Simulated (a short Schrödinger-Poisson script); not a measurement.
Structure: gated Al0.33Ga0.67N/GaN polarisation-induced gas, at 20 K.

| layer | material | thickness (nm) | Na (cm⁻³) |
|---|---|---|---|
| 1 | Al0.33Ga0.67N | 20 | - |
| 2 | GaN | 6000 | 2e15 |

Constants are typed, rounded textbook-type inputs, not results; the design itself was drawn at random and stands for no fabricated device. Al0.33Ga0.67N: permittivity 9.3, conduction-band edge (eV) 0.462, gap (eV) 4.09, electron mass (mₑ) 0.24, Nv at 300 K (cm⁻³) 4.6e19. GaN: permittivity 9.5, conduction-band edge (eV) 0, gap (eV) 3.43, Nv at 300 K (cm⁻³) 4.6e19.

Channel valleys (confinement mass, in-plane density-of-states mass, number): Γ 0.2, 0.2, 1. At the gate the conduction-band edge of layer 1 lies 1.27 eV − eVg above the Fermi level of the channel; the field vanishes at the back. Sheet of polarisation charge: +1.6e13 e/cm² at 20 nm from the gate. The barrier under the gate holds no holes. Gaps are held at their typed values at every temperature. Mesh 0.08 nm at interfaces.

Solved with a short Schrödinger-Poisson script written for these runs: 1D Poisson equation in equilibrium, electrons quantum, Hartree (BenDaniel-Duke, 40 states a valley, the channel's in-plane mass for all, wave functions free to enter the barrier), parabolic valleys, classical holes, full ionisation, no traps, pinning or gate leakage.

The same stack at other levels of the model or other numerical settings:

```
run                                                                  sheet density of all electrons at Vg = 0.5 V (cm⁻²)  sheet density of all electrons at Vg = -3.5 V (cm⁻²)  capacitance at Vg = 0.5 V (μF/cm²)  centroid of the channel electrons at Vg = 0.5 V (nm)  rough cost against the base
-------------------------------------------------------------------  ---------------------------------------------------  ----------------------------------------------------  ----------------------------------  ----------------------------------------------------  ---------------------------
base                                                                                                             1.38e13                                               4.11e12                               0.397                                                  1.65                      about 1
electrons treated as classical, Boltzmann                                                                        1.48e13                                               4.60e12                               0.410                                                  0.11                         0.02
electrons treated as classical, Fermi-Dirac                                                                      1.38e13                                               4.22e12                               0.388                                                  1.42                         0.08
electrons treated as quantum, Hartree plus LDA exchange-correlation                                              1.40e13                                               4.20e12                               0.398                                                  1.50                            2
mesh six times as coarse                                                                                         1.38e13                                               4.11e12                               0.398                                                  1.58                          0.3
one subband a valley                                                                                             1.38e13                                               4.11e12                               0.395                                                  1.37                          0.4
```

The classical rows ignore confinement, and Boltzmann statistics overrate the density once the band edge passes the Fermi level.
